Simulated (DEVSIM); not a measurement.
Structure: Schottky contact on n-type GaN, at 250 K.

Layer 1 from the left is GaN, thickness (μm) 2.20, Nd (cm⁻³) 1.6e16, τn (s) 1.5e-9, τp (s) 1.5e-9.

Left contact: Schottky, work function 5.57 eV, emission velocity 1.7e6 cm/s. Right contact: ohmic. Voltage is applied to the left contact. Recombination: SRH at mid-gap. Mobility is μmin + (μ − μmin)/(1 + (N/Nref)^α).

The device is made up for the run: typed textbook-type constants, with dimensions and the other settings drawn at random. Values at 300 K; Nc and Nv go as T^1.5, mobilities as T to minus their exponent, the gap by Varshni's rule with the affinity fixed.

GaN: gap (eV) 3.43, affinity (eV) 4.1, permittivity 9.5, Nc (cm⁻³) 2.3e18, Nv (cm⁻³) 4.6e19, μn (cm²/Vs) 1200, μp (cm²/Vs) 100, μn,min 55, μp,min 3, Nref,n 2e17, Nref,p 3e17, αn 1, αp 2, T exponent of μn 1.5, T exponent of μp 2, Varshni α (eV/K) 0.00091, Varshni β (K) 830.

Task: Estimate by hand the built-in potential, the peak field at zero bias, the capacitance at -3 V, and compare with a numerical solution.

Result: 
- Built-in potential: barrier φB = 1.470 eV; Vbi = φB − kT/q ln(N_band/N) = 1.369 V; numerical 1.369 V.
- Peak field at zero bias: depletion approximation: W = √(2εVbi/(qN)) = 0.300 μm with N = 1.60e16 cm⁻³; field = 2Vbi/W = 91300 V/cm; numerical 90500 V/cm (estimate above by 0.96 %).
- Capacitance at -3 V: C = √(qεN / 2(Vbi + |V|)) = 15.7 nF/cm²; numerical 15.7 nF/cm².

Model (solved in DEVSIM): 1D drift-diffusion, Boltzmann statistics, complete ionisation; no tunnelling, impact ionisation, image-force lowering or self-heating. Metal contacts follow the ideal Schottky-Mott rule: no Fermi-level pinning, no interface dipoles.
